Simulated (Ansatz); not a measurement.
GaCuSe2 in the chalcopyrite structure (space group I-42d, No. 122)

```
CELL_PARAMETERS angstrom
     -2.80390     2.80390     5.54824
      2.80390    -2.80390     5.54824
      2.80390     2.80390    -5.54824
ATOMIC_POSITIONS crystal
  Cu 0.75000 0.25000 0.50000
  Cu 0.00000 0.00000 0.00000
  Ga 0.25000 0.75000 0.50000
  Ga 0.50000 0.50000 0.00000
  Se 0.12136 0.12500 0.49636
  Se 0.62864 0.62500 0.50364
  Se 0.37500 0.87864 0.00364
  Se 0.87500 0.37136 0.99636
```

Level of theory: DFT with r2SCAN, PAW potentials and a 500 eV plane-wave cutoff in Ansatz (a program for electronic structure), no spin-orbit coupling, earlier PAW set. k-mesh 8×8×8 (Γ-centred); smearing 0.05 eV (Fermi–Dirac).

The volume per atom comes out as 21.81 Å³ and the density comes out as 5.54 g/cm³. The band gap is 0.57 eV, direct at Γ, the electron mass is 0.071 mₑ along c, 0.079 mₑ across and the hole mass is 0.083 mₑ along c, 0.68 mₑ across. The total energy is -5345.026 eV/atom (σ→0; compares only within this code and set-up).

Masses are band curvatures over ±0.01 Å⁻¹ around the edge. No phonon test of stability was made. All final runs are without spin polarisation.
